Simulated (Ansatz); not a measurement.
Response to strain in SiC

The reference is SiC (space group P6_3mc, No. 186).

```yaml
crystal:
  lattice:
    - [3.07776, 0.00000, 0.00000]
    - [-1.53888, 2.66542, 0.00000]
    - [0.00000, 0.00000, 10.07734]
  atoms:
    - { symbol: Si, position: [0.00000, 0.00000, 0.00030] }
    - { symbol: Si, position: [0.00000, 0.00000, 0.50030] }
    - { symbol: Si, position: [0.66667, 0.33333, 0.75024] }
    - { symbol: Si, position: [0.33333, 0.66667, 0.25024] }
    - { symbol: C, position: [0.00000, 0.00000, 0.81287] }
    - { symbol: C, position: [0.00000, 0.00000, 0.31287] }
    - { symbol: C, position: [0.66667, 0.33333, 0.56221] }
    - { symbol: C, position: [0.33333, 0.66667, 0.06221] }
```

Cartesian axes are those of the cell as printed.

Strains are applied to the cell and any free atomic positions relax; under biaxial strain the out-of-plane vector relaxes too; under stress the whole cell relaxes.

Computed with Ansatz (a first-principles code), r2SCAN, PAW, cutoff 500 eV, no SOC, earlier PAW set.

```tsv
case	band gap	shortest interatomic distance	gap character
base	2.60 eV	3.559 bohr	indirect, Γ → M
biaxial strain −1.66 %, plane normal [001], relaxed out of plane	2.47 eV	3.515 bohr	indirect, Γ → M
biaxial strain −1.54 %, plane normal [001], relaxed out of plane	2.48 eV	3.518 bohr	indirect, Γ → M
biaxial strain −0.90 %, plane normal [001], relaxed out of plane	2.53 eV	3.535 bohr	indirect, Γ → M
uniaxial strain ε_zz = −1.73 %	2.59 eV	3.525 bohr	indirect, Γ → M
tensor shear ε_xz = +1.93 %	2.40 eV	3.540 bohr	indirect, Γ → V₂
uniaxial stress, 0.5 GPa tension along x	2.59 eV	3.559 bohr	indirect, Γ → Y
uniaxial stress, 5 GPa compression along z	2.62 eV	3.547 bohr	indirect, Γ → M
```

Beyond what the load breaks, stability against distortions was not tested. Labels are those of the standard path for the cell's own space group.
